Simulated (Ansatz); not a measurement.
How far a parabola holds: energy against volume of cubic perovskite CsSrF3

We consider cubic perovskite CsSrF3, described by LDA in Ansatz (PAW). Run with plane-wave cutoff 520 eV, 8×8×8 k mesh, Fermi–Dirac smearing 0.01 eV, scalar-relativistic PAW data made under PBE. The cell has no free parameter but its volume, all volumes share cutoff and mesh, and the runs aren't spin-polarised. Energies are free energies at the run's smearing, counted from the lowest row; static lattice.

```
V (Å³/atom)  E (meV/atom)
-----------  ------------
18.874                  ?
19.276               5.85
19.678               1.43
20.079               0.00
20.481               1.22
20.882               4.81
```

### Question
Using a parabola, estimate the missing E at V = 18.874 from the other rows, showing the fit.

### Answer
With u = V - 20.1, the rows have u = -0.8240, -0.4220, -0.0210, 0.3810, 0.7820. Least squares gives E = -0.013 - 0.2246·u + 8.2727·u². Residuals (row less fit): 0.061, -0.125, 0.005, 0.118, -0.060; standard error 0.136 (degrees of freedom: 2). The fitted curve has its minimum at V = 20.1, where E = -0.01. Its curvature is d²E/dV² = 2 × 8.2727 meV/Å⁶, so B = V0·d²E/dV² × 0.1602 = 53.3 GPa. At the withheld row, u = -1.2260, so E = -0.013 - 0.2246 × (-1.2260) + 8.2727 × (-1.2260)² = 12.697 meV/atom. The calculation gives 13.62 meV/atom, 0.923 meV/atom above the prediction (6.8 % of the range of E in the table). The row lies outside the fitted rows, so this is an extrapolation. From the scatter of the fitted rows alone, a prediction at this place has a standard error of 0.322 meV/atom, so the miss is 2.9 times that.

The residuals are curvature that a parabola lacks, not noise. A solid that stiffens under compression and softens on expansion lies above the parabola at the compressed end and under it at the expanded end, as this row does. A third-order Birch-Murnaghan fit to the whole scan has B0 = 52.8 GPa. Only scans are tabulated whose curvature falls smoothly with volume, and where the parabola meets the shown rows within 5 % of their range and misses the end by 0.1 meV or more.

Note: the relaxation could not lower the start's symmetry, so the cell can be a saddle point above a distorted one.

Spin–orbit coupling is not included.

Ansatz is a first-principles code.
